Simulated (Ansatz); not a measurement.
The starting structures come from a database of crystals and need not be the phases stable at ambient conditions.

Input:

```
CdTe
1.0
    4.67575     0.00000     0.00000
    0.00000     7.63690     0.00000
    2.29233     0.00000     4.07528
Cd Te
2 2
Direct
  0.84847   0.00017   0.84847
  0.15153   0.50017   0.15153
  0.18219   0.12483   0.18219
  0.81781   0.62483   0.81781
```

Space group of this cell: Cmc2_1. The cell is taken as given; by r2SCAN its mean pressure is -1.2 GPa.

These are r2SCAN (plane waves, PAW; Ansatz, an electronic-structure program) values and carry that method's errors.

The current runs along the normal of the first two printed vectors; no spin-orbit coupling. Scaled by the factor s: all lengths (ions clamped). The meshes follow the cell: 8×4×8 and 8×4 across at s = 0.98, 8×4×8 and 6×4 across at s = 1.00, 8×4×8 and 6×4 across at s = 1.02.

```csv
s,mean pressure (GPa),band gap (eV)
0.98,1.2,1.31
1.00,-1.2,1.11
1.02,-3.0,?
```

Problem. Take the slope of the band gap against ln s from the two given rows, extrapolate to s = 1.02, and say what the run there gives.

Solution. Slope = (1.31 − 1.11) / ln 0.98 = -9.90 eV. The line gives 1.11 + (-9.90) × ln 1.02 = 0.91 eV. The run gives 0.91 eV, as the line does.
